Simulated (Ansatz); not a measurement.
# Ag₂S in the anti-fluorite structure (space group Fm-3m, No. 225; a model cell, its experimental status unchecked)

```cif
data_Ag8S4
_chemical_formula_sum 'S4 Ag8'
_space_group_name_H-M_alt 'Fm-3m'
_space_group_IT_number 225
_space_group_name_Hall '-F 4 2 3'
_cell_length_a 6.08973
_cell_length_b 6.08973
_cell_length_c 6.08973
_cell_angle_alpha 90.000
_cell_angle_beta 90.000
_cell_angle_gamma 90.000
loop_
_atom_site_label
_atom_site_type_symbol
_atom_site_symmetry_multiplicity
_atom_site_Wyckoff_symbol
_atom_site_fract_x
_atom_site_fract_y
_atom_site_fract_z
_atom_site_occupancy
S1 S 4 a 0.00000 0.00000 0.00000 1
Ag1 Ag 8 c 0.25000 0.25000 0.25000 1
```
(The calculation used a cell of 3 atoms; values per cell refer to that cell.)

Level of theory: Kohn–Sham DFT with the PBEsol functional, run in Ansatz (a first-principles code) with PAW and 420 eV plane waves, no spin-orbit coupling. Settings: 13×13×13 k-points, 0.05 eV Fermi–Dirac smearing.

```json
{
 "volume_per_atom": "18.82 Å³",
 "density": "7.29 g/cm³",
 "band_gap": "zero",
 "total_energy": "-5309.770 eV/atom (σ→0; compares only within this code and set-up)"
}
```

Stability against distortions was not tested. All final runs are without spin polarisation. This is not the structure that Ag2S has at room temperature and ambient pressure. A zero or small gap of Ag2S can be the functional's error rather than a property of the material.
